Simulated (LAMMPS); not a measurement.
MD of Ni3Al (L1_2) at zero pressure over temperature, 4000 atoms; each row names its start.

Computed with classical MD, pair style eam/alloy, file NiAlH_jea.eam.alloy (LAMMPS).

```
T (K), start                                 state                    volume                  enthalpy  first peak of g(r), Al-Ni  coordination number of Al by Ni                        D(Al)                          D(Ni)
-------------  -----------------------------------  ------------------------  ------------------------  -------------------------  -------------------------------  ---------------------------  -----------------------------
100, crystal   crystal; no diffusion seen in 30 ps  11.4009 ± 0.0001 Å³/atom  -4.5723 ± 0.0001 eV/atom        2.53 Å, height 20.3         12.0 (counted to 3.46 Å)                            -                              -
200, crystal   crystal; no diffusion seen in 30 ps  11.4530 ± 0.0001 Å³/atom  -4.5459 ± 0.0001 eV/atom        2.53 Å, height 15.1         12.0 (counted to 3.46 Å)                            -                              -
300, crystal   crystal; no diffusion seen in 30 ps  11.5082 ± 0.0002 Å³/atom  -4.5193 ± 0.0001 eV/atom        2.53 Å, height 12.6         12.0 (counted to 3.46 Å)                            -                              -
990, crystal   crystal; no diffusion seen in 30 ps  11.9570 ± 0.0004 Å³/atom  -4.3244 ± 0.0001 eV/atom         2.54 Å, height 6.6         12.0 (counted to 3.58 Å)                            -                              -
1240, crystal  crystal; no diffusion seen in 30 ps  12.1316 ± 0.0005 Å³/atom  -4.2500 ± 0.0001 eV/atom         2.54 Å, height 5.7         12.0 (counted to 3.54 Å)                            -                              -
1480, crystal  crystal; no diffusion seen in 30 ps  12.3050 ± 0.0007 Å³/atom  -4.1756 ± 0.0003 eV/atom         2.53 Å, height 5.1         12.0 (counted to 3.54 Å)                            -                              -
1160, melt                                  liquid    12.777 ± 0.003 Å³/atom  -4.0840 ± 0.0007 eV/atom         2.49 Å, height 3.9         10.9 (counted to 3.46 Å)  (1.03 ± 0.03) × 10^-5 cm²/s    (1.21 ± 0.02) × 10^-5 cm²/s
1480, melt                                  liquid    13.094 ± 0.002 Å³/atom  -3.9680 ± 0.0003 eV/atom         2.49 Å, height 3.4         10.7 (counted to 3.50 Å)  (2.85 ± 0.05) × 10^-5 cm²/s    (3.09 ± 0.04) × 10^-5 cm²/s
1650, melt                                  liquid    13.252 ± 0.002 Å³/atom  -3.9087 ± 0.0004 eV/atom         2.49 Å, height 3.2         10.4 (counted to 3.46 Å)  (3.93 ± 0.09) × 10^-5 cm²/s    (4.38 ± 0.04) × 10^-5 cm²/s
1820, melt                                  liquid    13.396 ± 0.001 Å³/atom  -3.8523 ± 0.0004 eV/atom         2.48 Å, height 3.0         10.4 (counted to 3.50 Å)    (5.4 ± 0.2) × 10^-5 cm²/s    (6.07 ± 0.09) × 10^-5 cm²/s
2060, melt                                  liquid    13.588 ± 0.001 Å³/atom  -3.7753 ± 0.0004 eV/atom         2.48 Å, height 2.9         10.2 (counted to 3.50 Å)    (7.7 ± 0.2) × 10^-5 cm²/s      (7.8 ± 0.1) × 10^-5 cm²/s
2310, melt                                  liquid    13.782 ± 0.002 Å³/atom  -3.6972 ± 0.0004 eV/atom         2.47 Å, height 2.7         10.1 (counted to 3.50 Å)  (1.00 ± 0.05) × 10^-4 cm²/s  (1.044 ± 0.010) × 10^-4 cm²/s
```

Measured melting point: 1658 K (Wikipedia, Nickel aluminide; one source, unchecked).

Caution (rows 1160, melt; 1480, melt): this liquid lies under the melting point of about 1570 K that EAM-type NiAlH_jea.eam.alloy gives, so it is undercooled.

From the crystal rows between 100 and 300 K, estimate the mean linear expansion coefficient and the heat capacity. The slope of ln V over three gives 16 × 10^-6 /K, and dH/dT = 3.1 kB/atom. Nuclei are classical here, so the heat capacity stays near 3 kB/atom, where a real crystal's falls off below its Debye temperature.

Fit an Arrhenius law to the diffusion of Al in the liquid. ln D against 1/T from 1160 to 2310 K gives an activation energy of 0.46 eV and D0 = 0.0010 cm²/s.

Fit an Arrhenius law to the diffusion of Ni in the liquid. ln D against 1/T from 1160 to 2310 K gives an activation energy of 0.43 eV and D0 = 0.00091 cm²/s.

States go by the mean squared displacement: a species diffuses where it passes 1.5 Å², still rises and gives D over 1e-6 cm²/s; a crystal has left its structure where atoms lie 0.35 Å off their sites on average or a cubic box changes its shape by 3 %, or the axial ratios of another lie 8 % off the starting cell's, which the potential's own relaxation can also do.

Errors of D are the spread over four groups of atoms in one short run; a floor of about 5 %, a picked value, is safer.

The ± values are statistical; the model's systematic error is not in them.
